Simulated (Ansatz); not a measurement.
Band structure of BP (F-43m, 2 atoms in the cell).

```
BP
1.0
    0.00000     2.26607     2.26607
    2.26607     0.00000     2.26607
    2.26607     2.26607     0.00000
B P
1 1
Cartesian
  0.00000   0.00000   0.00000
  1.13304   1.13304   1.13304
```

Method: PBE, PAW files (plane waves; Ansatz, a program for electronic structure).

Settings: basis.ecutwfc = 420 eV; kpoints.mp_grid.grid = 10 10 10; hamiltonian.xc = pbe; hamiltonian.pseudopotentials = {kind: paw} (the program's default PAW files); scf.occupations.method = fixed; kpoints.band_path.npoints = 8.

The starting cell comes from a database of computed structures (which also holds hypothetical and non-ambient phases and stackings), without a prior relaxation at this level.

Task: Predict the gap along the standard path and the places of the band edges.

Result: The gap along the path is 1.25 eV, from Γ to a point between Γ and X; the smallest direct gap on it is 3.41 eV.

Levels in eV from the top of the valence band on the path, bands 1 to 7:
```tsv
point	1	2	3	4	5	6	7
Γ	-15.49	0.00	0.00	0.00	3.41	3.41	3.41
X	-10.62	-8.60	-4.13	-4.13	1.33	1.66	12.12
W	-10.34	-8.07	-5.69	-5.49	5.32	6.77	7.26
K	-10.62	-8.18	-6.24	-3.51	2.14	6.00	9.74
L	-12.15	-9.06	-1.76	-1.76	3.80	4.71	4.71
U	-10.62	-8.18	-6.24	-3.51	2.14	6.00	9.74
```

Keys are those of Ansatz 0.2.
